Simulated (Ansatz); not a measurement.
## TiS2: biaxial strain −4.71 %, plane normal [001], relaxed out of plane

Take TiS₂ in the CdI2 type structure (space group P-3m1, No. 164; a = 3.3606 Å, c = 5.5224 Å; layered, stacked along the Cartesian z axis) as the base. Axes: x lies along a and z along c of the hexagonal cell.

It is then changed as follows: biaxial strain −4.71 %, plane normal [001], relaxed out of plane (Cartesian); in-plane vectors clamped, the third vector and the atoms free.

Calculations: PBE-D3(BJ) (Ansatz, an electronic-structure program; PAW; 420 eV plane waves; without spin-orbit coupling). Settings: 16×16×9 k-points, 0.05 eV Fermi–Dirac smearing.

The volume per atom drops by 1.297 Å³ (18.00 Å³ → 16.71 Å³) and the space group stays P-3m1 (No. 164). The shortest interatomic distance decreases by 0.032 Å to 2.377 Å and the pressure (mean of the normal stresses, compression positive) goes from zero to 6.1 GPa. The band gap remains zero and the out-of-plane strain is +2.20 % (rough). The mean in-plane stress (compression positive) amounts to +9.1 GPa (rough).

Without a gap, meshes like the base's 16×16×9 leave anisotropic stresses uncertain by several tenths of a GPa, and small strain energies with them. No phonon test of stability was made. All final runs are without spin polarisation. The zero or small gap of TiS2 can change with the level of theory.
